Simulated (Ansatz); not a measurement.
Cost and result by functional for the adsorption energy of H2O on the 1x1 (101) surface of anatase TiO2 (cut with top plane O), one in a 2x1 cell, started at the site 'over Ti at depth 1.4 Å', in Ansatz (plane waves, PAW). Single points on the PBE structure, on one kind of machine; costs are rough ratios of the slab run's core time (references not counted) to the cheapest single point. r2SCAN's cost holds its higher cutoff (500 against 420 eV). Differences are taken against HSE06 for comparison alone: no measured value is at hand, so the table doesn't rank accuracy. HSE06 ran on a coarser k-mesh, which lowers its cost and may carry part of its shift.

Host crystal: anatase TiO2, with a band gap (PBE, scalar-relativistic without spin-orbit coupling).

Model: 39-atom slab, 9.4 Å thick at the start under the adsorbate (thin: gaps and levels are the slab's own), 3x4x1 mesh, Fermi-Dirac 0.01 eV, dipole correction, 14 atoms held, the rest relaxed; no symmetry held; no spin, no spin-orbit, no U, no dispersion correction. At the end it is bonded to Ti. In PBE it is, or lies within 0.03 eV of, the lowest of the starts that converged. These notes are the PBE run's. Adsorption energies are against H2O(g). A negative adsorption energy means that the adsorbate is more stable on the surface than in its reference.

| functional | relative cost | adsorption energy (eV) | less HSE06 (eV) |
|---|---|---|---|
| RPBE | 1 | -0.38 | 0.27 |
| r2SCAN | 2 | -0.82 | -0.17 |
| HSE06 | 40 | -0.65 | 0.00 |
| PBE (the relaxed run's value) | – | -0.61 | 0.04 |

The values span 0.43 eV, while the single points' costs differ by a factor of roughly 40. Differences are of unrounded values.

Ansatz is a first-principles code.
